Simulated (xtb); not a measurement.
xtb 6.7.1, GFN1-xTB: Mn(OMe)(k2OAc)(NH3)2 (C[O][Mn]1(<-[NH3])(<-[NH3])[O]C(C)=[O]->1), charge 0, multiplicity 6, 21 atoms. The geometry is a generated start, not checked to be a minimum at this level.

```yaml
method: GFN1-xTB
"--acc": 1 (default)
"--etemp (K)": 300 (default)
detailed input (--input): "none: ANC optimiser, Lindh (1995) Hessian, microcycle=20, maxdispl=1.0, hlow=0.01 (default)"
basis_functions: 66
valence_electrons: 59
```

```xyz
21

Mn    -0.1133    -0.2620    -0.3738
O     -1.9301    -0.5864    -0.7538
C     -3.2645    -0.7312    -0.9840
H     -3.8259     0.1623    -0.6620
H     -3.4652    -0.8861    -2.0598
H     -3.6743    -1.5989    -0.4382
C      1.1751     1.8957     2.9297
C      0.7529     1.1012     1.7079
O      0.5289     1.7051     0.6282
O      0.6690    -0.1520     1.7836
H      2.2467     1.7728     3.0761
H      0.9507     2.9478     2.7819
H      0.6638     1.5166     3.8100
N      1.1109    -2.3425    -0.4426
H      1.5584    -2.7204    -1.2704
H      0.4183    -3.0108    -0.1162
H      1.8061    -2.2326     0.2906
N      0.9970     0.6919    -2.2951
H      0.6259     1.6359    -2.1887
H      0.7611     0.3532    -3.2222
H      2.0083     0.7402    -2.2011
```

Charge 0 and multiplicity 6 are set for this test and not shown to be the ground state. GFN-xTB has no spin term: --uhf 5 sets the occupations alone.

The structure is relaxed from this start with --opt LEVEL for the levels crude, sloppy, loose, lax, normal, tight, vtight, extreme, once each. Up to the end of the extreme run atoms move by at most 0.57 Å along an axis.

Question: Choose the cheapest level whose final energy lies within 5 meV of that of extreme.

Answer: lax: 29 cycles against 97, ending 2.3 meV above.

```tsv
level	cycles	energy above the extreme run (meV)	gradient norm (eV/Å)
crude	7	48	0.48
sloppy	11	23	0.31
loose	21	8.0	0.095
lax	29	2.3	0.071
normal	32	1.5	0.040
tight	44	0.59	0.0090
vtight	73	0.093	0.0048
extreme	97	—	0.0014
```
